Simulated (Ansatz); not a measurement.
Take AlBiO₃ (space group R3c, No. 161; a cell from a computed database, its experimental status unchecked) as the base.

```xyz
10
Lattice="2.6815 1.5481 4.4206 -2.6815 1.5481 4.4206 0.0000 -3.0963 4.4206" Properties=species:S:1:pos:R:3 pbc="T T T"
Al     0.0000     0.0000     3.6967
Al     0.0000     0.0000    10.3276
Bi     0.0000     0.0000     0.0854
Bi     0.0000     0.0000     6.7163
O      1.2607    -2.0852     7.1540
O      1.1755     2.1344     7.1540
O     -2.4362    -0.0491     7.1540
O     -0.2453     1.4990     4.9437
O      1.4208    -0.5371     4.9437
O     -1.1755    -0.9619     4.9437
```

Cartesian axes are those of the cell as printed.

Computed with PBEsol (Ansatz, an electronic-structure program, PAW, no SOC).

Base values:

* **Valley order**: F (1/2, 0, 1/2) 2.84 eV; T (1/2, 1/2, 1/2) 3.48 eV; L (0, 0, 1/2) 3.63 eV

The change: the symmetric strain tensor [0.0015 0.0054 0.0021; 0.0054 -0.0030 0.0019; 0.0021 0.0019 0.0112]; the atoms relax in the strained cell.

Predict the new stress.

The stress (xx, yy, zz, yz, xz, xy; compression positive) is (-0.73, 0.34, -2.43, -0.38, -0.60, -1.12) GPa.

What happens to the valley order?

The valley order (the lowest conduction-band minima on the path, energy above the VBM, named in the base's zone) becomes F (1/2, 0, 1/2) 2.82 eV; F (1/2, 1/2, 0) 2.84 eV; F (0, 1/2, 1/2) 2.89 eV; T (1/2, 1/2, 1/2) 3.55 eV; L (0, 0, 1/2) 3.63 eV (base: F (1/2, 0, 1/2) 2.84 eV; T (1/2, 1/2, 1/2) 3.48 eV; L (0, 0, 1/2) 3.63 eV).

Spin-orbit coupling, missing from the scalar runs, can matter with Bi. The levels and masses belong to the bands next to the band gap. No phonon test of stability was made.
